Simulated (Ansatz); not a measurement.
**CoSi, pressure series**

Consider CoSi (space group P2_13, No. 198; a = 4.3831 Å; non-magnetic).

Cell and atoms are relaxed at each pressure.

Level of theory: r2SCAN (Ansatz, a quantum-chemistry and plane-wave program; PAW; 500 eV plane waves; no spin-orbit coupling).

| P (GPa) | V (Å³/atom) |
|---|---|
| -2.00 | 10.613 |
| -1.00 | 10.568 |
| 1.81 | 10.450 |
| 4.20 | 10.354 |
| 9.00 | 10.175 |
| 17.98 | 9.881 |
| 29.98 | 9.549 |
| 45.00 | 9.202 |
| 59.98 | 8.911 |

Task: Fit a third-order Birch–Murnaghan equation of state.

Result: Least squares on P(V) = (3B₀/2)[(V₀/V)^(7/3) − (V₀/V)^(5/3)]·[1 + (3/4)(B₀′ − 4)((V₀/V)^(2/3) − 1)] gives V₀ = 10.53 Å³/atom, B₀ = 247 GPa and B₀′ = 4.5.

Load acts through the strain it causes; cell and atoms are relaxed under it. Whether these cells are dynamically stable was not tested. Competing high-pressure phases were not computed. Starting moments died away, wholly or in part, for the base; another magnetic solution may exist. The final runs are not spin-polarised.
